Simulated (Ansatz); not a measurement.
# Several settings converged on Ni (Fm-3m, 1 atom in the cell)

```
CELL_PARAMETERS angstrom
      0.00000     1.75472     1.75472
      1.75472     0.00000     1.75472
      1.75472     1.75472     0.00000
ATOMIC_POSITIONS crystal
  Ni 0.00000 0.00000 0.00000
```
Moments meant for the start (each program seeds them in its own way; μB, in the order of the atoms Ni): 1.0.

Base method: PBE (plane waves, PAW; Ansatz, a first-principles code).

Base settings: basis.ecutwfc = 30.9 Ry; kpoints.mp_grid.grid = 16 16 16; hamiltonian.xc = pbe; hamiltonian.pseudopotentials = {kind: paw} (the program's default PAW files); magnetization.spin_polarized = true; scf.occupations.method = gaussian; scf.occupations.width = 0.0073 Ry.

The count of work is k-points × plane waves × bands × iterations; it is no time. 

**The cutoff for other potential files**

Level: DFT, PBE, plane waves, harder PAW files (source: ansatz).

In this ladder: hamiltonian.pseudopotentials = {kind: paw, source: ansatz}.

The second cell is the first with its lattice scaled by 0.98.

The mesh stays at the base's, so the ladder's end is converged at best in this setting alone.

The first pressure column holds Ansatz's estimate of the finite-basis (Pulay) stress, which hides part of the cutoff error; the other is without it.

Only quantities that move along the ladder and can be compared are tabulated.

| basis.ecutwfc | free energy less the last step's (meV/atom) | energy of the compressed cell less the first (meV/atom) | pressure (GPa) | pressure without the Pulay estimate (GPa) | count of work / last |
|---|---|---|---|---|---|
| 30.5 Ry | 9541.91 | 3.10 | -7.84 | -719.70 | 0.084 |
| 37.1 Ry | 1700.60 | 57.39 | 2.52 | -162.03 | 0.13 |
| 47.4 Ry | 97.75 | 32.35 | 1.37 | -12.87 | 0.19 |
| 57.3 Ry | 2.66 | 32.29 | 1.31 | 0.73 | 0.28 |
| 67.6 Ry | 0.40 | 32.23 | 1.31 | 1.30 | 0.37 |
| 81.2 Ry | 0.25 | 32.23 | 1.31 | 1.30 | 0.47 |
| 101.4 Ry | 0.12 | 32.23 | 1.31 | 1.30 | 0.65 |
| 135.2 Ry | 0.00 | 32.23 | 1.31 | 1.31 | 1.0 |

Coarsest basis.ecutwfc that holds the energy of the compressed cell less the first within 0.5 meV/atom of the last step, with all finer ones: 47.4 Ry, at 0.19 of the last step's count of work; the step before is off by 25 meV/atom.

Coarsest basis.ecutwfc that holds the pressure within 0.1 GPa of the last step, with all finer ones: 47.4 Ry, at 0.19 of the last step's count of work; the step before is off by 1.2 GPa.

Coarsest basis.ecutwfc that holds the pressure without the Pulay estimate within 0.5 GPa of the last step, with all finer ones: 67.6 Ry, at 0.37 of the last step's count of work; the step before is off by 0.58 GPa.

The energy difference between the two cells stays within 1 meV/atom of the last step's from 47.4 Ry on, the total only from 67.6 Ry on: much of the error is common to both cells and cancels.

At the lowest cutoff the pressure without the Pulay estimate lies 721 GPa under the last step's, the usual sign of Pulay stress in an incomplete plane-wave basis.

**The cutoff for other potential files**

Level: DFT, PBE, plane waves, norm-conserving files (source: ansatz).

In this ladder: hamiltonian.pseudopotentials = {kind: nc, source: ansatz}.

The second cell is the first with its lattice scaled by 0.98.

The mesh stays at the base's, so the ladder's end is converged at best in this setting alone.

The first pressure column holds Ansatz's estimate of the finite-basis (Pulay) stress, which hides part of the cutoff error; the other is without it.

Only quantities that move along the ladder and can be compared are tabulated.

| basis.ecutwfc | free energy less the last step's (meV/atom) | energy of the compressed cell less the first (meV/atom) | pressure (GPa) | pressure without the Pulay estimate (GPa) | net moment (μB/atom) | count of work / last |
|---|---|---|---|---|---|---|
| 46.3 Ry | 67532.94 | -362.52 | -60.85 | -3128.66 | 0.748 | 0.10 |
| 56.6 Ry | 20082.51 | 26.74 | -16.93 | -1498.80 | 0.735 | 0.14 |
| 72 Ry | 1785.74 | 47.66 | 4.71 | -234.87 | 0.626 | 0.20 |
| 87.5 Ry | 53.74 | 32.15 | 1.21 | -11.50 | 0.623 | 0.29 |
| 102.9 Ry | 0.88 | 32.46 | 1.41 | 1.34 | 0.622 | 0.34 |
| 123.5 Ry | 0.43 | 32.45 | 1.41 | 1.40 | 0.622 | 0.46 |
| 154.3 Ry | 0.22 | 32.45 | 1.41 | 1.39 | 0.622 | 0.65 |
| 205.8 Ry | 0.00 | 32.45 | 1.41 | 1.39 | 0.622 | 1.0 |

Coarsest basis.ecutwfc that holds the free energy within 1 meV/atom of the last step, with all finer ones: 102.9 Ry, at 0.34 of the last step's count of work; the step before is off by 54 meV/atom.

Coarsest basis.ecutwfc that holds the net moment within 0.02 μB/atom of the last step, with all finer ones: 72 Ry, at 0.20 of the last step's count of work; the step before is off by 0.11 μB/atom.

Coarsest basis.ecutwfc that holds the pressure within 0.1 GPa of the last step, with all finer ones: 102.9 Ry, at 0.34 of the last step's count of work; the step before is off by 0.20 GPa.

The energy difference between the two cells stays within 1 meV/atom of the last step's from 87.5 Ry on, the total only from 102.9 Ry on: much of the error is common to both cells and cancels.

At the lowest cutoff the pressure without the Pulay estimate lies 3130 GPa under the last step's, the usual sign of Pulay stress in an incomplete plane-wave basis.

**The density cutoff**

The second cell is the first with its lattice scaled by 0.98.

The mesh stays at the base's, so the ladder's end is converged at best in this setting alone.

Only quantities that move along the ladder and can be compared are tabulated.

| basis.ecutrho_ratio | free energy less the last step's (meV/atom) | energy of the compressed cell less the first (meV/atom) | pressure (GPa) |
|---|---|---|---|
| 2 | -6.60 | 28.95 | 2.05 |
| 3 | -0.16 | 32.39 | 1.35 |
| 4 | 0.00 | 32.37 | 1.34 |
| 5 | 0.00 | 32.37 | 1.34 |
| 6 | 0.00 | 32.37 | 1.34 |
| 8 | 0.00 | 32.37 | 1.34 |
| 10 | 0.00 | 32.37 | 1.34 |
| 12 | 0.00 | 32.37 | 1.34 |
| 16 | 0.00 | 32.37 | 1.34 |

Coarsest basis.ecutrho_ratio that holds the energy of the compressed cell less the first within 0.2 meV/atom of the last step, with all finer ones: 3; the step before is off by 3.4 meV/atom.

Coarsest basis.ecutrho_ratio that holds the free energy within 1 meV/atom of the last step, with all finer ones: 3; the step before is off by 6.6 meV/atom.

Coarsest basis.ecutrho_ratio that holds the pressure within 0.2 GPa of the last step, with all finer ones: 3; the step before is off by 0.72 GPa.

On the base run: the starting cell has typed, rounded lattice constants, without a prior relaxation at this level. Its lattice was rescaled by up to half a per cent. With one magnetic atom in the cell only a parallel order is possible.

Keys are those of Ansatz 0.2.
